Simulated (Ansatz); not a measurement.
## Carrier doping in Si

The reference is Si in the diamond structure (space group Fd-3m, No. 227).

Si is taken in the cubic space group Fd-3m, origin choice 1 (No. 227), the diamond structure, Pearson symbol cF8. Lattice parameters: a = 5.444 Å, b = 5.444 Å, c = 5.444 Å, α = 90.00°, β = 90.00°, γ = 90.00°. Si on 8a is surrounded by 4 Si at 2.357 Å (tetrahedral). (Neighbours: up to the widest gap in distance over summed covalent radii, below 1.35, at either atom.)
(The calculation used a cell of 2 atoms; values per cell refer to that cell.)

Carriers are added at fixed cell with a uniform background; the Fermi–Dirac width is that of 300 K.

Computed with Kohn–Sham DFT with the r2SCAN functional, run in Ansatz (a quantum-chemistry and plane-wave program) with PAW and 500 eV plane waves, without spin-orbit coupling.

Notes on the quantities. Fermi level from band edge: Fermi level relative to the doped band's edge (positive inside the band; to 0.05 eV).

```csv
case,gap between the host's bands,Fermi level from band edge
undoped,0.77 eV,–
electrons 1.0×10^21 cm⁻³,0.76 eV,+0.30 eV
electrons 2.0×10^21 cm⁻³,0.75 eV,+0.40 eV
electrons 3.0×10^21 cm⁻³,0.74 eV,(withheld)
holes 1.0×10^21 cm⁻³,(withheld),+0.30 eV
holes 2.0×10^21 cm⁻³,0.81 eV,(withheld)
holes 3.0×10^21 cm⁻³,0.83 eV,+0.60 eV
```

### Question
Some entries are withheld; estimate them.

### Answer

- electrons 3.0×10^21 cm⁻³, Fermi level from band edge: +0.50 eV
- holes 1.0×10^21 cm⁻³, gap between the host's bands: 0.79 eV
- holes 2.0×10^21 cm⁻³, Fermi level from band edge: +0.45 eV

Carriers are added with a uniform compensating background; total energy and stress of such cells depend on the potential's zero and are not compared; many-body gap narrowing is missing at this level. Whether these cells are dynamically stable was not tested.
